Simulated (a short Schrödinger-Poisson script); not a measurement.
# Symmetric double-gate stack, SiO2 on p-type Si(100)

Stack: symmetric double-gate stack, SiO2 on p-type Si(100), at 300 K.

```csv
layer,material,thickness (nm),Na (cm⁻³)
1,SiO2,2.6,-
2,Si,2,5e16
3,SiO2,2.6,-
```

Constants are typed, rounded textbook-type inputs, not results; the design itself was drawn at random and stands for no fabricated device. SiO2: permittivity 3.9, conduction-band edge (eV) 3.15, gap (eV) 9, electron mass (mₑ) 0.5. Si: permittivity 11.7, conduction-band edge (eV) 0, gap (eV) 1.124, Nv at 300 K (cm⁻³) 3.1e19.

Channel valleys (confinement mass, in-plane density-of-states mass, number): Δ2 0.916, 0.19, 2; Δ4 0.19, 0.417, 4. At the gates, both at one voltage, the conduction-band edge of layer 1 lies 3.62 eV − eVg above the Fermi level of the channel. Gaps are held at their typed values at every temperature. Mesh 0.03 nm at interfaces.

Solved with a short Schrödinger-Poisson script written for these runs: 1D Poisson equation in equilibrium, electrons quantum, Hartree (BenDaniel-Duke, 12 states a valley, the channel's in-plane mass for all, wave functions free to enter the dielectric), parabolic valleys, classical holes, full ionisation, no traps, pinning or gate leakage.

```csv
Vg (V),electrons (cm⁻²),C (μF/cm²),Δ2 E0 (meV),Δ2 E1 (meV),Δ4 E0 (meV),Δ4 E1 (meV)
0.3,1.93e8,< 0.003,257.8,517.4,424.4,1221.2
0.5,2.38e11,0.914,73.1,332.5,239.6,1036.0
0.7,2.32e12,2.03,7.4,264.6,172.9,966.1
0.9,4.97e12,2.19,-21.5,232.8,142.7,931.8
1.1,7.74e12,2.24,-43.2,208.2,119.8,904.7
1.3,1.06e13,2.27,-61.8,186.5,99.8,880.5
1.5,1.34e13,2.29,-78.5,167.0,81.9,858.3
1.7,1.63e13,2.32,-93.2,149.3,65.9,838.0
1.9,1.92e13,2.35,-106.0,133.6,51.8,819.8
```

Gate voltages with under 1e6 electrons/cm² are left out.

Subbands count from the Fermi level. The capacitance is that of both gates.
